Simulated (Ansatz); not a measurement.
Consider CuI in the zinc blende structure (space group F-43m, No. 216; a = 6.0230 Å).

Levels (all Ansatz, a quantum-chemistry and plane-wave program, PAW): r2SCAN (500 eV, no SOC); HSE06 (420 eV, spin-orbit coupling left out).

The geometry is relaxed with r2SCAN.

```
Item              Result
---------------  -------
r2SCAN band gap  1.67 eV
```

Task: What does HSE06 give at this geometry for the band gap?

Result: The band gap grows by 1.00 eV (1.67 eV → 2.67 eV).

Single points use the geometry relaxed with r2SCAN. With I present, leaving out spin-orbit coupling can change the band edges. Stability against distortions was not tested. All final runs are without spin polarisation.
